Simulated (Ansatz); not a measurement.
Seebeck coefficient (μV/K, mean over directions) of p-type Si$_{2}$N$_{2}$O (Cmc2_1) against carrier density, PBEsol, rigid bands in Ansatz (a program for electronic structure). Computed gap 4.94 eV; densities at which minority carriers matter at this gap, or further valleys turn the trend, are left out. Conductivity mass 2.9 mₑ (harmonic mean over directions), N_v = 1.3e20 cm⁻³ at 300 K.

```json
[
 {"hole density": "1e16 cm⁻³", "300 K": "1035", "500 K": "1115"},
 {"hole density": "1e17 cm⁻³", "300 K": "837", "500 K": "917"},
 {"hole density": "1e18 cm⁻³", "300 K": "638", "500 K": "718"},
 {"hole density": "3e18 cm⁻³", "300 K": "544", "500 K": "624"},
 {"hole density": "1e19 cm⁻³", "300 K": "441", "500 K": "520"},
 {"hole density": "3e19 cm⁻³", "300 K": "348", "500 K": "426"},
 {"hole density": "1e20 cm⁻³", "300 K": "251", "500 K": "___"},
 {"hole density": "3e20 cm⁻³", "300 K": "___", "500 K": "237"},
 {"hole density": "1e21 cm⁻³", "300 K": "___", "500 K": "151"}
]
```

**Question.** Complete the blanks.

**Answer.** 
- 1e20 cm⁻³, 500 K: 325
- 3e20 cm⁻³, 300 K: 171
- 1e21 cm⁻³, 300 K: 101

Rigid bands with a gap fixed in temperature, one relaxation time for all states, no polarons or phonon drag, and whether or not such doping can be reached. Spin-orbit coupling is left out; where it splits the top of the valence band, N_v and the p-type Seebeck coefficient come out somewhat high without it.

Formula and space group known from diffraction (Crystallography Open Database), not checked to be the room-temperature form: Si2N2O (Cmc2_1).
